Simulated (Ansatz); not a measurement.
The reference is MgS in the rock salt structure (space group Fm-3m, No. 225).

```yaml
crystal:
  lattice:
    - [0.00000, 2.56462, 2.56462]
    - [2.56462, 0.00000, 2.56462]
    - [2.56462, 2.56462, 0.00000]
  atoms:
    - { symbol: Mg, position: [0.00000, 0.00000, 0.00000] }
    - { symbol: S, position: [0.50000, 0.50000, 0.50000] }
```

Method: LDA (Ansatz, a program for electronic structure, PAW, spin-orbit coupling left out).

Strains are applied to the cell and any free atomic positions relax.

One change was made to it. Results:

| quantity | base | after |
|---|---|---|
| energy relative to the base (free energy F) | 0 meV/atom | +8.5 meV/atom |
| width of the top valence band | 2.54 eV | 2.41 eV |
| smallest direct gap | 3.83 eV | 3.47 eV |
| hole mass (degenerate bands, along [100]) | 0.25, 0.89, 0.89 mₑ (at Γ) | 0.24, 0.93, 0.93 mₑ (at Γ) |

Problem. Name the change that was made.
A) isotropic strain −1.00 %
B) isotropic strain +1.50 %
C) isotropic strain +2.00 %
D) isotropic strain +0.50 %

Solution. B, isotropic strain +1.50 %. For comparison, the energy relative to the base in the other runs: isotropic strain −1.00 % gives +4.1 meV/atom; isotropic strain +2.00 % gives +15 meV/atom; isotropic strain +0.50 % gives +1.0 meV/atom.

Masses are band curvatures over ±0.01 Å⁻¹ around the edge. Stability against distortions was not tested.
